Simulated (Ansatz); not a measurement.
Cu (Fm-3m), LDA, DFPT electron-phonon coupling, linearised Boltzmann equation in Ansatz (a program for electronic structure): Condition of this run: functional LDA. phonon-limited resistivity 1.60 μΩ·cm at 300 K, 2.19 μΩ·cm at 400 K, current-weighted mean free path 41 nm, Drude plasma energy 9.30 eV.

Q: Estimate the electronic thermal conductivity at 300 K by the Wiedemann-Franz law (L₀ = 2.44×10⁻⁸ W·Ω/K²).

A: L₀T/ρ = 2.44×10⁻⁸ × 300/(1.60×10⁻⁸) = 458 W/(m·K). Inelastic scattering puts the true Lorenz number somewhat under L₀ near and below the Debye temperature.

Q: What temperature coefficient of resistance follows, and how does it compare with 1/T?

A: (ρ₄₀₀ − ρ₃₀₀)/(100 K × ρ₃₀₀) = 3.69×10⁻³ K⁻¹, against 1/T = 3.33×10⁻³ K⁻¹ for a resistivity proportional to T. It lies higher because phonons are still being populated at 300 K; impurities would add a constant and lower it.

Q: What Drude relaxation time do resistivity and plasma energy imply?

A: ω_p = 1.41e16 s⁻¹, so τ = 1/(ε₀ ω_p² ρ) = 35.4 fs, a damping ħ/τ of 18.6 meV.

A metal at this level (no band gap). Only scattering by harmonic phonons is included (no impurities, grain boundaries, electron-electron scattering or thermal expansion). Spin-orbit coupling is left out. Halving the electron mesh (40x40x40) moves the resistivity by up to 1 % at 300 K, the mean free path by up to 1 %. Smearing 0.20 eV; phonons on a 7x7x7 q mesh, which this run doesn't test.
